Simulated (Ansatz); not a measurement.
**InAs (model structure, started from the BeO type, P4₂/mnm, No. 136, 8 atoms in the cell): lattice constant a by level of theory**

No measured value is used here.

| level (code) | value (Å) |
|---|---|
| LDA (Ansatz) | 7.357 |
| PBE (Ansatz) | 7.558 |
| PBEsol (Ansatz) | 7.434 |
| PBE-D3(BJ) (Ansatz) | 7.453 |
| r²SCAN (Ansatz) | 7.454 |
| r²SCAN+rVV10 (Ansatz) | 7.415 |

Cutoffs differ between the levels. Ansatz's density-functional and Hartree–Fock values are scalar-relativistic unless marked +SOC, with PAW data made under PBE.

A model structure was made by putting elements into a prototype or built by hand; it is no filed structure, need not be a known phase, and can be a saddle point held by its symmetry.

Ansatz is an electronic-structure program.
